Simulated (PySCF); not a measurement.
PySCF 2.14.0, CCSD(T) (frozen core)/cc-pvdz: benzene (idealised geometry), 12 atoms. The geometry is a generated start, not checked to be a minimum at this level.

| Item | Value |
|---|---|
| task | ccsd(t) |
| method | hf |
| basis | cc-pvdz |
| two-electron scheme | exact four-centre integrals |
| frozen core | true |
| mol.max_memory | 16000 MB |
| mf.init_guess | minao (default) |
| mf.DIIS | CDIIS (default) |
| mf.diis_space | 8 (default) |
| mf.conv_tol | 1e-09 (default) |
| basis functions | 114 |

Machine: one whole node, Arm Neoverse V2, 96 cores on 1 socket, no SMT, 1 L3 cache group.

Each time is the median wall time of two to five repeats, run one at a time on the otherwise empty machine; start-up is included. Unless noted, each process is bound to its own block of adjacent cores. Build: PyPI wheel: OpenMP (GNU), a bundled serial OpenBLAS 0.3.3 under its C layer, NumPy's threaded OpenBLAS held to generic ARMv8 kernels, libcint, Libxc. Other compilers and libraries give other times. Scratch files lie in a memory file system.

Started as
```bash
OMP_NUM_THREADS=32 OPENBLAS_NUM_THREADS=1 python -u run.py
```
(32 threads, 1 BLAS thread, mol.cart = false (default)) it takes 20 s and 10 Fock builds (products with the orbital Hessian counted alike).

Problem. What happens to the run time with mol.cart = true?

Solution. About 23 s (2 runs within 4 %): 1.2× as long. The largest move is in (T): 14 s to 17 s. The change alters what is computed, so the results aren't set side by side.
